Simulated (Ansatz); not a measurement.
Band structure of CdAu (P-6m2, 2 atoms in the cell).

```
CdAu
1.0
    3.09033     0.00000     0.00000
   -1.54516     2.67630     0.00000
    0.00000     0.00000     4.60128
Cd Au
1 1
Direct
  0.00000   0.00000   0.00000
  0.33333   0.66667   0.50000
```

Method: PBEsol, PAW files made with PBE (plane waves; Ansatz, a quantum-chemistry and plane-wave program).

Settings: kpoints.mp_grid.grid = 8 8 5; hamiltonian.xc = pbesol; hamiltonian.pseudopotentials = {kind: paw} (the program's default PAW files); scf.occupations.method = fermi_dirac; scf.occupations.width = 0.1 eV; kpoints.band_path.npoints = 8.

The starting cell comes from a database of computed structures (which also holds hypothetical and non-ambient phases and stackings), without a prior relaxation at this level. Spin-orbit coupling is off.

Levels in eV from the Fermi level, bands 17 to 23:
```
point     17     18     19     20     21     22     23
-----  -----  -----  -----  -----  -----  -----  -----
Γ      -4.29  -3.35  -3.35  -1.14   1.98  13.02  13.62
M      -3.47  -2.48  -2.25  -0.45   5.06   5.36   6.39
K      -4.26  -3.99  -0.10   0.47   0.87   7.57   7.61
A      -4.17  -4.17  -3.38  -3.38  10.12  11.06  13.21
L      -3.63  -2.47  -1.47  -0.45   1.50   1.91  10.12
H      -4.16  -3.57   0.86   1.74   2.87   3.00   3.09
```

Bands cross the Fermi level along this path, so the cell is metallic at this level.

Keys are those of Ansatz 0.2.
